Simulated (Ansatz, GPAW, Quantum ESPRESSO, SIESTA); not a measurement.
**Code comparison for SnTe (Fm-3m, 2 atoms in the cell)**

Relaxation of cell and atoms.

```
CELL_PARAMETERS angstrom
      0.00000     3.12401     3.12401
      3.12401     0.00000     3.12401
      3.12401     3.12401     0.00000
ATOMIC_POSITIONS crystal
  Sn 0.00000 0.00000 0.00000
  Te 0.50000 0.50000 0.50000
```

Shared settings, as Ansatz (an electronic-structure program) writes them: kpoints.mp_grid.grid = 6 6 6; scf.occupations.method = gaussian; scf.occupations.width = 0.01 Ry. Potentials and cutoffs stand in the table.

| code | model | final volume (Å³/atom) | cutoff |
|---|---|---|---|
| Ansatz | PBE, default PAW files | 32.92 | 30.9 Ry |
| SIESTA | GGA PBE, numerical atomic orbitals DZP, PseudoDojo PBE standard norm-conserving potentials (rewritten from UPF to PSML) | 33.68 | grid 400 Ry |
| Quantum ESPRESSO | PBE, SSSP 1.1.2 efficiency (PBE) pseudopotentials | 32.81 | 40 Ry |
| GPAW | PBE, GPAW PAW datasets PBE (gpaw-data 1.0.1) | 32.72 | 600 eV |

On Ansatz's run: spin-orbit coupling is off.

The spread over the programs that give each value: final volume within 0.96 Å³/atom.

SIESTA uses small atom-centred bases, whose incompleteness enters pressures, forces and empty levels differently from a plane-wave cutoff. The programs treat the finite-basis stress differently while the cell relaxes: Ansatz adds an estimate of it.

The starting cell comes from a database of computed structures (which also holds hypothetical and non-ambient phases and stackings), without a prior relaxation at this level. Its lattice was rescaled by a random factor within 2.5 % of one.

Keys are those of Ansatz 0.2.
